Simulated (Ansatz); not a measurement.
The parent structure is SnSe2 in the CdI2 type structure (space group P-3m1, No. 164; a = 3.794 Å, c = 5.744 Å; layered, stacked along the Cartesian z axis). Axes: x lies along a and z along c of the hexagonal cell.

All numbers come from DFT with PBEsol-D3(BJ), PAW potentials and a 420 eV plane-wave cutoff in Ansatz (a first-principles code), without spin-orbit coupling.

Before the change:

| Item | Value |
|---|---|
| Pressure | 0.0 GPa |
| Shortest interatomic distance | 5.110 bohr |

The change: uniaxial strain ε_xx = +1.00 %, all other strain components held at zero, atoms relaxed at fixed cell.

Q: Estimate the effect on the energy relative to the base.

A: The energy rises by 0.8 meV/atom.

Q: What does the calculation give for the pressure after the change?

A: The pressure (mean of the normal stresses, compression positive) goes from zero to -0.6 GPa.

Q: Estimate the effect on the shortest interatomic distance.

A: The shortest interatomic distance stays essentially unchanged (5.110 bohr against 5.107 bohr).

A case with no gap was solved on a k-mesh chosen for an insulator, which is coarse for it. No phonon test of stability was made. All final runs are without spin polarisation. Gaps under 0.05 eV, about the width of the smearing, are given as zero.
